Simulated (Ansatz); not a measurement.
Faces of hcp Be in 1x1 cells, as slabs relaxed from ideal cuts; for each face the lowest of the symmetric, stoichiometric cuts and spin starts that were computed. The slabs keep the symmetry of their cuts; real faces may buckle, or reconstruct in larger cells. No spin-orbit coupling, no Hubbard U.

The numbers are results of PBE (plane waves to 420 eV, PAW; Ansatz, a first-principles code), not measurements.

| face | cell area (Å²) | outermost plane spacing of the ideal cut (Å) | γ unrelaxed (J/m²) | γ relaxed (J/m²) | work function, top face (eV) |
|---|---|---|---|---|---|
| (0001) | 4.43 | 1.78 | 1.84 | 1.82 | 5.30 |
| (10-10) | 8.07 | 0.65 | 2.00 | 1.92 | 4.52 |
| (10-11) | 9.21 | 0.29 | 1.94 | 1.89 | 5.04 |
| (10-12) | 11.99 | 0.88 | 2.37 | 2.27 | 4.88 |
| (10-13) | 15.55 | 0.17 | 2.65 | 2.49 | 4.39 |
| (11-20) | 13.98 | 1.13 | 2.18 | 2.11 | 4.06 |
| (11-21) | 14.67 | 0.54 | 2.66 | 2.47 | 4.54 |
| (11-22) | 16.55 | 0.96 | 2.61 | 2.47 | 4.80 |
| (11-23) | 19.29 | 0.41 | 2.77 | 2.63 | 4.34 |
| (20-21) | 16.74 | 0.16 | 1.95 | 1.89 | (withheld) |
| (20-23) | 20.91 | 0.13 | 2.24 | 2.18 | 4.71 |
| (21-30) | 21.36 | 0.25 | 2.19 | 2.08 | (withheld) |
| (21-31) | 21.81 | 0.12 | 2.44 | 2.32 | 4.49 |
| (21-32) | 23.12 | 0.23 | 2.54 | 2.38 | 4.69 |
| (21-33) | 25.15 | 0.10 | 2.39 | 2.24 | 4.79 |
| (30-31) | 24.62 | 0.32 | 1.98 | 1.91 | 4.64 |
| (30-32) | 25.79 | 0.61 | 1.98 | 1.92 | 4.91 |
| (31-40) | 29.10 | 0.18 | 2.67 | 2.36 | 4.16 |
| (31-41) | 29.44 | 0.09 | 2.35 | (withheld) | 4.51 |
| (31-42) | 30.42 | 0.17 | 2.28 | 2.18 | 4.68 |

Problem. Fill in the missing entries.

Solution. 
- (20-21), work function, top face (eV): 4.76
- (21-30), work function, top face (eV): 4.22
- (31-41), γ relaxed (J/m²): 2.23
